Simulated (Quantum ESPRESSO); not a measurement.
Quantum ESPRESSO run on Ga₃P (I4/mmm, 4 atoms in the cell): self-consistent single point.

Level of theory: PBEsol, PseudoDojo standard norm-conserving (PBESOL) pseudopotentials (plane waves; Quantum ESPRESSO 7.5).

```xyz
4
Lattice="1.8830 -1.8830 5.1931 1.8830 1.8830 5.1931 -1.8830 -1.8830 5.1931" Properties=species:S:1:pos:R:3 pbc="T T T"
Ga    -1.8830     0.0000     2.5965
Ga     0.0000     1.8830     2.5965
Ga     0.0000     0.0000     5.1931
P      0.0000     0.0000     0.0000
```

Reference input (self-consistent single point, DFT, PBEsol, plane waves, PseudoDojo standard norm-conserving (PBESOL) pseudopotentials): ecutwfc = 80 Ry; occupations = smearing; smearing = fermi-dirac; degauss = 0.0073499 Ry; potentials = {Ga: Ga.upf, P: P.upf}; K_POINTS = automatic 8 8 8 0 0 0; conv_thr = 1e-10 Ry; mixing_beta = 0.3. This run's input differs from it in these lines:

```diff
@@ -32,3 +32,3 @@
 K_POINTS {automatic}
-8 8 8  0 0 0
+6 6 6  0 0 0
```

Output, abridged:

```
     Self-consistent Calculation

     iteration #  1     ecut=    80.00 Ry     beta= 0.30

     Threshold (ethr) on eigenvalues was too large:
     Diagonalizing with lowered threshold

     total energy              =    -471.91041579 Ry
     estimated scf accuracy    <       0.05625110 Ry

     iteration #  2     ecut=    80.00 Ry     beta= 0.30

     total energy              =    -471.91472180 Ry
     estimated scf accuracy    <       0.00990242 Ry

     iteration #  3     ecut=    80.00 Ry     beta= 0.30

     total energy              =    -471.91480804 Ry
     estimated scf accuracy    <       0.00266771 Ry

   [... 7 blocks of this kind left out ...]

     iteration # 11     ecut=    80.00 Ry     beta= 0.30

     total energy              =    -471.91496238 Ry
     estimated scf accuracy    <          5.9E-10 Ry

     iteration # 12     ecut=    80.00 Ry     beta= 0.30
     End of self-consistent calculation

     the Fermi energy is    10.0989 ev

!    total energy              =    -471.91496238 Ry
     estimated scf accuracy    <          4.8E-11 Ry
     smearing contrib. (-TS)   =      -0.00382031 Ry
     internal energy E=F+TS    =    -471.91114207 Ry

     convergence has been achieved in  12 iterations

     Forces acting on atoms (cartesian axes, Ry/au):

     atom    1 type  1   force =    -0.00000000    0.00000000    0.00000000
   [... zero for the other atoms too ...]

     Total force =     0.000000     Total SCF correction =     0.000000

          total   stress  (Ry/bohr**3)                   (kbar)     P=      -35.13
  -0.00029938  -0.00000000   0.00000000          -44.04       -0.00        0.00
  -0.00000000  -0.00029938  -0.00000000           -0.00      -44.04       -0.00
   0.00000000  -0.00000000  -0.00011772            0.00       -0.00      -17.32

   JOB DONE.
```

The run converged in 12 iterations. Against the reference run the free energy falls by 1.8 meV/atom and the pressure stays near -3.51 GPa while the zz stress (positive for compression) goes from -2.54 to -1.73 GPa.

The starting cell comes from a database of computed structures (which also holds hypothetical and non-ambient phases and stackings), without a prior relaxation at this level. With a pressure of about -4 GPa the cell is away from its equilibrium volume at this level. The run gives no clean gap (levels at the Fermi energy touch, overlap or are partly filled at this smearing), which alone does not show that the compound is a metal.

Cost on one core of a shared machine: roughly 2 min.
